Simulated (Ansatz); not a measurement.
Levels about the gap of amorphous As₂₀Se₂₈I₂ (50 atoms in a cell of 1375 Å³, 4.79 g/cm³; zone centre alone, so wide bands show as single levels with stretches between that a denser mesh fills), at the geometry that PBE-D3(BJ) relaxed, where it gives 0.0 GPa on a denser mesh. The participation number counts the atoms over which a state spreads; weights are charges in smoothed Voronoi cells. The levels come from a single point, so bond lengths are those of that geometry. Method of the levels: PBE-D3(BJ), scalar-relativistic without spin-orbit coupling, PAW (Ansatz default set, large-core I and Se) (Ansatz, an electronic-structure program). Sampling: the zone centre alone; Fermi-Dirac width 0.05 eV; no spin polarisation.

The cell was made by melting and quenching with the CHGNet potential and then relaxed with DFT. The hot cell started wider than the set density and was brought back towards it in steps. It is the lowest in DFT energy of 3 quenches. It is a model cell: composition and starting density were chosen by hand, and all elements were melted together. The geometry includes D3(BJ) dispersion. Its density started from a set value of 4.52 and ended at 4.79 g/cm³. The simulated quench (nominally 79 K/ps over its main leg) is rapid and tends to freeze in more defects than a deposited or slowly cooled glass has. One small periodic cell is one sample of the glass; other quenches scatter about these values. Volume and shape were free in the relaxation. Cycles of charging lowered its energy after that relaxation.

| E - E(highest filled), eV | filling | participation number | largest on | weight Se | weight As | weight I |
|---|---|---|---|---|---|---|
| -0.48 | filled | 25.8 | Se, 1 neighbours | 0.76 | 0.19 | 0.04 |
| -0.37 | filled | 13.6 | Se, 2 neighbours | 0.83 | 0.15 | 0.02 |
| -0.34 | filled | 16.6 | Se, 1 neighbours | 0.65 | 0.21 | 0.14 |
| -0.22 | filled | 23.3 | Se, 2 neighbours | 0.81 | 0.17 | 0.02 |
| -0.18 | filled | 21.6 | Se, 3 neighbours | 0.76 | 0.18 | 0.06 |
| -0.16 | filled | 32.4 | Se, 2 neighbours | 0.73 | 0.23 | 0.03 |
| 0.00 | filled | 20.2 | Se, 2 neighbours | 0.58 | 0.35 | 0.07 |
| 0.95 | empty | 26.5 | Se, 1 neighbours | 0.59 | 0.39 | 0.01 |
| 1.14 | empty | 35.7 | As, 3 neighbours | 0.48 | 0.50 | 0.03 |
| 1.32 | empty | 28.8 | As, 3 neighbours | 0.48 | 0.49 | 0.03 |
| 1.38 | empty | 32.9 | As, 3 neighbours | 0.50 | 0.47 | 0.02 |
| 1.47 | empty | 26.6 | As, 3 neighbours | 0.42 | 0.51 | 0.07 |
| 1.56 | empty | 30.2 | As, 3 neighbours | 0.45 | 0.51 | 0.03 |
| 1.61 | empty | 38.2 | Se, 1 neighbours | 0.53 | 0.45 | 0.02 |

Most localised among these is the filled level at -0.37 eV, on a Se atom, which has 2 neighbours (As 2.40 Å, As 2.50 Å).
